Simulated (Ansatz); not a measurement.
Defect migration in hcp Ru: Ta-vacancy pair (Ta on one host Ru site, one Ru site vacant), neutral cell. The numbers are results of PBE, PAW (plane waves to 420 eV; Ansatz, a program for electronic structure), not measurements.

36-site cell at the relaxed PBE lattice, a 2×2×2 k-point mesh shifted by half a step along c, smearing 0.10 eV, spin-restricted, no finite-size correction. Static, classical nuclei. Spin-orbit coupling is left out. Forms of the defect that were not tried may lie lower.

Barriers: single points on a 4×4×4 k-point mesh shifted by half a step along c at the bands' geometries (they differ from the bands' own by up to 0.19 eV, and are uncertain by about as much).

The step: the Ta atom itself jumps into the vacancy (Ta-vacancy distance between ideal sites 2.72 Å throughout). Atoms about the jump, Cartesian Å from the middle of the jump, before and after:

| atom | x0 | y0 | z0 | x1 | y1 | z1 |
|---|---|---|---|---|---|---|
| Ta1 | 1.29 | 0.00 | 0.00 | -1.29 | 0.00 | 0.00 |
| Ru2 | 0.00 | 2.43 | 0.00 | 0.00 | 2.43 | 0.00 |
| Ru3 | -0.03 | -0.79 | 2.19 | 0.03 | -0.79 | 2.19 |
| Ru4 | -0.03 | -0.79 | -2.19 | 0.03 | -0.79 | -2.19 |
| Ru5 | 0.00 | -2.39 | 0.00 | 0.00 | -2.39 | 0.00 |
| Ru6 | -1.34 | 1.55 | 2.12 | -1.34 | 1.60 | 2.19 |
| Ru7 | 1.34 | 1.60 | -2.19 | 1.34 | 1.55 | -2.12 |
| Ru8 | -1.34 | 1.55 | -2.12 | -1.34 | 1.60 | -2.19 |
| Ru9 | 1.34 | 1.60 | 2.19 | 1.34 | 1.55 | 2.12 |
| Ru10 | -2.72 | 2.37 | 0.00 | -2.73 | 2.37 | 0.00 |
| Ru11 | 2.73 | 2.37 | 0.00 | 2.72 | 2.37 | 0.00 |
| Ru12 | 2.73 | -0.77 | -2.17 | 2.69 | -0.76 | -2.13 |
| Ru13 | -2.69 | -0.76 | -2.13 | -2.73 | -0.77 | -2.17 |
| Ru14 | 2.73 | -0.77 | 2.17 | 2.69 | -0.76 | 2.13 |
| Ru15 | -2.69 | -0.76 | 2.13 | -2.73 | -0.77 | 2.17 |
| Ru16 | -2.72 | -2.35 | 0.00 | -2.72 | -2.35 | 0.00 |
| Ru17 | 2.72 | -2.35 | 0.00 | 2.72 | -2.35 | 0.00 |

**Question.** Predict the transition state.

**Answer.** 
```csv
atom,x,y,z
Ta1,0.00,0.12,0.00
Ru2,0.00,2.60,0.00
Ru3,-0.01,-0.86,2.30
Ru4,-0.01,-0.86,-2.30
Ru5,0.00,-2.48,0.00
Ru6,-1.33,1.57,2.14
Ru7,1.32,1.57,-2.14
Ru8,-1.33,1.57,-2.14
Ru9,1.32,1.57,2.14
Ru10,-2.71,2.32,0.00
Ru11,2.70,2.32,0.00
Ru12,2.67,-0.74,-2.12
Ru13,-2.68,-0.74,-2.12
Ru14,2.67,-0.74,2.12
Ru15,-2.68,-0.74,2.12
Ru16,-2.68,-2.28,0.00
Ru17,2.67,-2.28,0.00
```
It lies 1.62 eV above the start and 1.62 eV above the end. The saddle point's order was not checked, and it lies on a symmetry element of the cell, where a band can be held.
